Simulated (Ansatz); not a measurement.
**A computed series for NiSi2: response to strain**

The reference is NiSi₂ (space group Fm-3m, No. 225; a = 5.387 Å; non-magnetic).

Strains are applied to the cell and any free atomic positions relax.

The values are results of Kohn–Sham DFT with the r2SCAN functional, run in Ansatz (a first-principles code) with PAW and 500 eV plane waves, spin-orbit coupling left out, not measurements.

Notes on the quantities. energy relative to the base: free energy F.

```tsv
isotropic strain (%)	energy relative to the base (meV/atom)
-4.62	151.4
-1.33	11.0
-0.97	?
0	0.0
1	5.8
2.91	45.9
```

Q: Fit ΔE = Aε² + Bε³ (ε in %) to the rows shown and predict the withheld row.

A: Least squares on the printed values gives A = 6.06 and B = -0.22 meV/atom (largest residual 0.3 meV/atom); this predicts 5.9 meV/atom, and the run gives 5.8 meV/atom, in agreement.

No phonon test of stability was made. Seeded moments were not kept for the base. The final runs are not spin-polarised.
